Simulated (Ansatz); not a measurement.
The parent structure is ZnS in the wurtzite structure (space group P6_3mc, No. 186; a = 3.845 Å, c = 6.306 Å).

Level of theory: PBE/PAW in Ansatz (a program for electronic structure), no SOC, earlier PAW set.

Before the change:

- Electron mass: 0.16 mₑ along c, 0.18 mₑ across (at Γ)
- Valence-band top at Γ: 0.00, 0.00, -0.07 eV
- Band gap: 2.07 eV
- Width of the top valence band: 2.03 eV
- Pressure: 0.0 kbar

One thing is altered: every lattice vector is shortened by 2.71 %; the atoms relax in the strained cell.

### Question
Estimate the effect on the electron mass.

### Answer
The electron mass changes from 0.16 mₑ along c, 0.18 mₑ across (at Γ) to 0.17 mₑ along c, 0.20 mₑ across (at Γ).

### Question
How does this affect the valence-band top at Γ?

### Answer
The valence-band top at Γ (three highest levels, from the VBM) goes from 0.00, 0.00, -0.07 eV to 0.00, 0.00, -0.09 eV.

### Question
How does this affect the band gap?

### Answer
The band gap increases by 0.371 eV (2.07 eV → 2.45 eV).

### Question
What happens to the width of the top valence band?

### Answer
The width of the top valence band increases by 0.28 eV (2.03 eV → 2.31 eV).

### Question
What does the calculation give for the pressure after the change?

### Answer
The pressure (mean of the normal stresses, compression positive) goes from zero to 68.4 kbar.

Masses are band curvatures over ±0.01 Å⁻¹ around the edge. Stability against distortions was not tested.
